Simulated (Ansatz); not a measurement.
## A computed series for ZrC: response to strain

Take ZrC in the rock salt structure (space group Fm-3m, No. 225; a = 4.709 Å; relaxed with 0.1 eV smearing) as the base.

Strains are applied to the cell and any free atomic positions relax.

Calculations: PBE in Ansatz (plane waves to 420 eV, PAW, no spin-orbit coupling).

Notes on the quantities. energy relative to the base: free energy F.

```csv
variant,shortest interatomic distance,energy relative to the base,pressure
base,2.354 Å,0 meV/atom,0.0 GPa
isotropic strain −3.00 %,2.284 Å,+80 meV/atom,24.4 GPa
isotropic strain −2.50 %,2.296 Å,+55 meV/atom,19.7 GPa
isotropic strain −1.50 %,2.319 Å,+19 meV/atom,11.0 GPa
isotropic strain +0.50 %,2.366 Å,+2.0 meV/atom,-3.2 GPa
isotropic strain +1.00 %,2.378 Å,+7.9 meV/atom,-6.2 GPa
isotropic strain +1.50 %,2.390 Å,+18 meV/atom,-9.1 GPa
isotropic strain +2.00 %,2.402 Å,+31 meV/atom,-11.7 GPa
isotropic strain +2.50 %,2.413 Å,+47 meV/atom,-14.2 GPa
isotropic strain +3.00 %,2.425 Å,+67 meV/atom,-16.4 GPa
```

No phonon test of stability was made. The final runs are not spin-polarised.

Ansatz is a first-principles code.
